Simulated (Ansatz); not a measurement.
The parent structure is HfO2 in the fluorite structure (space group Fm-3m, No. 225; a = 5.044 Å). Axes: x, y, z lie along the cube axes.

All numbers come from plane-wave PAW DFT at the PBEsol level (Ansatz, an electronic-structure program, 420 eV), spin-orbit coupling left out.

Perturbation: the cell is stretched by 3.00 % along z with no lateral relaxation, atoms relaxed at fixed cell.

**Question.** Predict the stress tensor and what it implies for the stiffness.

**Answer.** Stress of the strained cell less that of the base (GPa, compression positive):
```
  -2.85    0.00    0.00
   0.00   -2.85    0.00
   0.00    0.00  -16.23
```

Then −Δσ_ii/ε with ε = 0.0300 gives secant stiffness values (nonlinear terms included at this strain): C33 ≈ 541 GPa, C13 ≈ 95 GPa and C23 ≈ 95 GPa.

As a check, the harmonic strain energy −½ V₀ Δσ:ε is 16 meV/atom; the computed energy rise is 17 meV/atom.

Whether these cells are dynamically stable was not tested. This is not the structure that HfO2 has at room temperature and ambient pressure.
